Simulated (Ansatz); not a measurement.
The starting structures come from a database of crystals and need not be the phases stable at ambient conditions.

Data:

```yaml
crystal:
  lattice:
    - [5.19479, 0.00000, 0.00000]
    - [-2.18285, 4.71391, 0.00000]
    - [-2.04887, 1.30912, 4.42212]
  atoms:
    - { symbol: B, position: [0.49181, 0.50819, 0.83739] }
    - { symbol: B, position: [0.50219, 0.17579, 0.48468] }
    - { symbol: B, position: [0.82421, 0.49781, 0.48468] }
    - { symbol: B, position: [0.49400, 0.83110, 0.50470] }
    - { symbol: B, position: [0.16890, 0.50600, 0.50470] }
    - { symbol: B, position: [0.30662, 0.69338, 0.18076] }
    - { symbol: B, position: [0.68997, 0.31003, 0.81175] }
    - { symbol: B, position: [0.30311, 0.18809, 0.69482] }
    - { symbol: B, position: [0.81191, 0.69689, 0.69482] }
    - { symbol: B, position: [0.69617, 0.81755, 0.29914] }
    - { symbol: B, position: [0.18245, 0.30383, 0.29914] }
    - { symbol: B, position: [0.00052, 0.99948, 0.98897] }
    - { symbol: C, position: [0.50304, 0.49696, 0.17505] }
    - { symbol: C, position: [0.12426, 0.87574, 0.88191] }
    - { symbol: C, position: [0.87949, 0.12051, 0.10357] }
```

Space group of this cell: Cm. The cell is taken as given.

Transport runs along the normal of the first two printed cell vectors.

No gap correction and no spin-orbit coupling; mid-gap values are interpolated between computed energies.

Problem. Give the band gap and the smallest decay constant κ at mid-gap that r2SCAN run with Ansatz (a quantum-chemistry and plane-wave program) yields.

Solution. Gap 3.22 eV on a 8×8×8 mesh; κ = 0.321 1/Å, at (-0.167, 0.167) of the in-plane reciprocal vectors. At the zone centre, at the nearest computed energy, the slowest state has κ = 0.32 1/Å.
